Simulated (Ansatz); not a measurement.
# Bulk modulus of Mo2SiC (model structure, started from the MAX type, P6₃/mmc, No. 194, 8 atoms in the cell) at several levels of theory

No measured value is used here.

```json
[
 {"level (code)": "LDA (Ansatz)", "value (GPa)": "249", "cell (Å³/atom)": "12.39"},
 {"level (code)": "PBE (Ansatz)", "value (GPa)": "225", "cell (Å³/atom)": "12.92"},
 {"level (code)": "PBEsol (Ansatz)", "value (GPa)": "240", "cell (Å³/atom)": "12.59"},
 {"level (code)": "r²SCAN (Ansatz)", "value (GPa)": "235", "cell (Å³/atom)": "12.81"}
]
```

LDA, PBE, PBEsol, r²SCAN: the run has no spin polarisation, so it can have missed a magnetic state. LDA, PBE, PBEsol, r²SCAN: the bulk modulus is −V dP/dV from two relaxed cells at ±2 % in volume. Each level is taken at its own relaxed cell. Cutoffs differ between the levels. Ansatz's density-functional and Hartree–Fock values are scalar-relativistic unless marked +SOC, with PAW data made under PBE.

A model structure was made by putting elements into a prototype or built by hand; it is no filed structure, need not be a known phase, and can be a saddle point held by its symmetry.

Ansatz is a program for electronic structure.
